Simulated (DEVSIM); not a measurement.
System: abrupt Si n-p junction, at 300 K.

Layer 1 from the left is Si, thickness (μm) 10.0, Nd (cm⁻³) 1.3e17, τn (s) 8.3e-5, τp (s) 8.3e-5. Layer 2 from the left is Si, thickness (μm) 60.0, Na (cm⁻³) 6.8e16, τn (s) 8.3e-5, τp (s) 8.3e-5.

Left contact: ohmic. Right contact: ohmic. Voltage is applied to the left contact. Recombination: SRH at mid-gap. Mobility is μmin + (μ − μmin)/(1 + (N/Nref)^α).

The device is made up for the run: typed textbook-type constants, with dimensions and the other settings drawn at random. Values at 300 K.

Si: gap (eV) 1.124, affinity (eV) 4.05, permittivity 11.7, Nc (cm⁻³) 2.86e19, Nv (cm⁻³) 3.1e19, μn (cm²/Vs) 1417, μp (cm²/Vs) 470, μn,min 52, μp,min 45, Nref,n 9.7e16, Nref,p 2.2e17, αn 0.68, αp 0.72.

Estimate by hand the built-in potential, the peak field at zero bias, the capacitance at 1.5 V, and compare with a numerical solution.


- Built-in potential: ni = √(Nc Nv) exp(−Eg/2kT) = 1.08e10 cm⁻³ with Eg = 1.124 eV; Vbi = kT/q ln(Na Nd/ni²) = 0.826 V; numerical 0.826 V.
- Peak field at zero bias: depletion approximation: W = √(2εVbi/(qN)) = 0.155 μm with N = 4.46e16 cm⁻³; field = 2Vbi/W = 107000 V/cm; numerical 103000 V/cm (estimate above by 3.3 %).
- Capacitance at 1.5 V: C = √(qεN / 2(Vbi + |V|)) = 39.9 nF/cm²; numerical 40.4 nF/cm² (estimate below by 1.1 %).

DEVSIM, 1D drift-diffusion, Boltzmann statistics, complete ionisation; no tunnelling, impact ionisation, image-force lowering or self-heating.
